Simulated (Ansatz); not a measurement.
System: AlP (model structure, started from the BN type, Pm-3n, No. 223, 12 atoms in the cell). Method: HSE06 (PAW; Ansatz, a program for electronic structure).

Settings: plane-wave cutoff 460 eV, 4×4×4 k mesh, Fermi–Dirac smearing 0.01 eV, scalar-relativistic PAW data made under PBE.

Cell (relaxed with PBEsol):

```yaml
crystal:
  lattice:
    - [6.72584, 0.00000, 0.00000]
    - [0.00000, 6.72584, 0.00000]
    - [0.00000, 0.00000, 6.72584]
  atoms:
    - { symbol: Al, position: [0.25000, 0.00000, 0.50000] }
    - { symbol: Al, position: [0.50000, 0.25000, 0.00000] }
    - { symbol: Al, position: [0.50000, 0.75000, 0.00000] }
    - { symbol: Al, position: [0.75000, 0.00000, 0.50000] }
    - { symbol: Al, position: [0.00000, 0.50000, 0.75000] }
    - { symbol: Al, position: [0.00000, 0.50000, 0.25000] }
    - { symbol: P, position: [0.25000, 0.50000, 0.00000] }
    - { symbol: P, position: [0.00000, 0.25000, 0.50000] }
    - { symbol: P, position: [0.00000, 0.75000, 0.50000] }
    - { symbol: P, position: [0.75000, 0.50000, 0.00000] }
    - { symbol: P, position: [0.50000, 0.00000, 0.75000] }
    - { symbol: P, position: [0.50000, 0.00000, 0.25000] }
```

Estimate the band gap, smallest direct gap on the k points sampled and Γ–Γ gap that the calculation returns.


band gap: 2.20 eV (indirect)
smallest direct gap on the k points sampled: 2.32 eV
Γ–Γ gap: 2.47 eV

Note: the relaxation could raise the start's symmetry but not lower it, so the cell can be a saddle point.

Computed values are for the static lattice.

The result took around 5 core-minutes (rough).

A model structure was made by putting elements into a prototype or built by hand; it is no filed structure, need not be a known phase, and can be a saddle point held by its symmetry.
